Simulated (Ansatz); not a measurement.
Base system: PdP₂ (space group C2/c, No. 15; a = 6.7779 Å, b = 5.8458 Å, c = 5.8554 Å, α = 90.00°, β = 122.01°, γ = 90.00°; a cell from a computed database, its experimental status unchecked).

Level of theory: Ansatz (a first-principles code), PBEsol, PAW, cutoff 420 eV, no spin-orbit coupling.

Base values:

| Property | Result |
|---|---|
| Volume per atom | 16.39 Å³ |
| Space group | C2/c (No. 15) |

Modification: Ru takes the place of P on all its sites, then cell and atoms are relaxed.

Problem. Estimate the effect on the volume per atom and space group.

Solution. The volume per atom drops by 2.68 Å³ to 13.71 Å³; the space group changes from C2/c (No. 15) to Immm (No. 71).

Stability against distortions was not tested. As relaxed here, Ru2Pd is a hypothetical phase, not in the database extracts checked. All final runs are without spin polarisation.
